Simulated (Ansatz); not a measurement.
CaO under a change: isotropic strain −1.50 %

The parent structure is CaO in the rock salt structure (space group Fm-3m, No. 225; a = 4.767 Å).

It is then changed as follows: the cell is scaled by 0.9850 in all directions, atoms relaxed at fixed cell.

Computed with Kohn–Sham DFT with the PBEsol functional, run in Ansatz (a first-principles code) with PAW and 420 eV plane waves, no spin-orbit coupling. k-mesh 12×12×12 (Γ-centred); smearing 0.05 eV (Fermi–Dirac).

- Volume per atom: 12.94 Å³ (base 13.54 Å³)
- Space group: Fm-3m (No. 225) (base Fm-3m (No. 225))
- Shortest interatomic distance: 234.8 pm (base 238.4 pm)
- Energy relative to the base (free energy F): +10 meV/atom
- Pressure: 5.78 GPa (base 0.00 GPa)
- Band gap: 3.52 eV (base 3.54 eV)
- Gap character: indirect, Γ → X (base indirect, Γ → X)
- Smallest direct gap: 3.87 eV (base 3.92 eV)
- Mean gap deformation potential ΔEg/Δln V: +0.6 eV
- Width of the top valence band: 1.35 eV (base 1.26 eV)
- Electron mass: 1.4 mₑ along k, 0.41 mₑ across (at X) (base 1.4 mₑ along k, 0.42 mₑ across (at X))
- Hole mass (degenerate bands, along [100]): 0.33, 2.7, 2.7 mₑ (at Γ) (base 0.34, 2.8, 2.8 mₑ (at Γ))

Final structure:

```xyz
2
Lattice="0.0000 2.3478 2.3478 2.3478 0.0000 2.3478 2.3478 2.3478 0.0000" Properties=species:S:1:pos:R:3 pbc="T T T"
Ca     0.0000     0.0000     0.0000
O      2.3478     2.3478     2.3478
```

Masses are band curvatures over ±0.01 Å⁻¹ around the edge. Along k means along the line from Γ to the band edge. Stability against distortions was not tested.
